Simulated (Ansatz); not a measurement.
# The (322) surface of bcc Mo in its 1x1 cell, outermost plane spacing 0.38 Å in the ideal cut

All values below come from PBE (plane waves to 420 eV, PAW; Ansatz, a quantum-chemistry and plane-wave program).

Model: 28-atom slab, 10.3 Å thick at the start (thin: gaps and levels are the slab's own), 9x4x1 mesh, Fermi-Dirac 0.1 eV, dipole correction, all atoms relaxed; held to the part of the start's symmetry that mesh and held atoms allow; no spin, no spin-orbit, no U.

- surface energy (mean of both faces): 3.02 J/m²
- surface energy before relaxation: 3.34 J/m²
- work function of the top face: 3.96 eV
- energy released by relaxation: 1.63 eV
- cost: about 18 core-minutes (a rough figure)
